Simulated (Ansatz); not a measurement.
MgS, carrier doping

Consider MgS in the rock salt structure (space group Fm-3m, No. 225; a = 5.155 Å).

Carriers are added at fixed cell with a uniform background; the Fermi–Dirac width is that of 300 K.

Calculations: PBE-D3(BJ)/PAW in Ansatz (an electronic-structure program), spin-orbit coupling left out.

Notes on the quantities. Fermi level from band edge: Fermi level relative to the doped band's edge (positive inside the band; to 0.05 eV).

```csv
electron density (10^21 cm⁻³),Fermi level from band edge (eV)
1,0.45
1.5,0.55
5,?
10,1.50
```

Problem. Fit E_F = C n^s, fitted as a line in log–log form (a parabolic band gives s = 2/3) to the rows shown and predict the withheld row.

Solution. Least squares on the printed values gives C = 0.45 eV, s = 0.52 (largest residual 0.00 eV); this predicts 1.04 eV, and the run gives 1.05 eV, in agreement.

Carriers are added with a uniform compensating background; total energy and stress of such cells depend on the potential's zero and are not compared; many-body gap narrowing is missing at this level. Whether these cells are dynamically stable was not tested. The base started in Pnma and relaxed to Fm-3m at this level.
